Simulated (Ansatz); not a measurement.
**A computed series for BP: pressure series**

The reference is BP in the zinc blende structure (space group F-43m, No. 216; a = 4.548 Å).

Cell and atoms are relaxed at each pressure.

Calculations: PBE (Ansatz, an electronic-structure program, PAW, scalar-relativistic without spin-orbit coupling), earlier PAW set.

```tsv
change	shortest interatomic distance	band gap	density
base	1.969 Å	1.25 eV	2.95 g/cm³
pressure −2 GPa	1.978 Å	1.27 eV	2.91 g/cm³
pressure −1 GPa	1.974 Å	1.26 eV	2.93 g/cm³
pressure 3 GPa	1.958 Å	1.22 eV	3.00 g/cm³
pressure 7 GPa	1.943 Å	1.19 eV	3.07 g/cm³
pressure 15 GPa	1.918 Å	1.13 eV	3.19 g/cm³
pressure 30 GPa	1.879 Å	1.03 eV	3.40 g/cm³
pressure 50 GPa	1.837 Å	0.90 eV	3.64 g/cm³
pressure 75 GPa	1.796 Å	0.75 eV	3.89 g/cm³
pressure 100 GPa	1.762 Å	0.62 eV	4.12 g/cm³
```

Load acts through the strain it causes; cell and atoms are relaxed under it. No phonon test of stability was made. Competing high-pressure phases were not computed.
